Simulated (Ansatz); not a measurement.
Consider FeNi$_{3}$ in the Cu3Au type structure (space group Pm-3m, No. 221; a = 3.514 Å; ferromagnetic; relaxed with 0.1 eV smearing).

Calculations: Ansatz (a first-principles code) r2SCAN, no spin-orbit coupling.

Base values:

- Largest site moment = 3.18 μB
- Pressure = 0.0 GPa

The change: every lattice vector is stretched by 2.27 %, atoms relaxed at fixed cell.

Problem. Predict the new energy relative to the base.

Solution. The energy rises by 30 meV/atom.

Problem. What does the calculation give for the largest site moment after the change?

Solution. The largest site moment rises by 0.085 μB, from 3.18 μB to 3.27 μB.

Problem. Estimate the effect on the pressure.

Solution. The pressure goes from zero to -12.1 GPa.

Other magnetic orders, which the real material may have, were not ruled out. The cells carry an imposed strain or load. Whether these cells are dynamically stable was not tested.
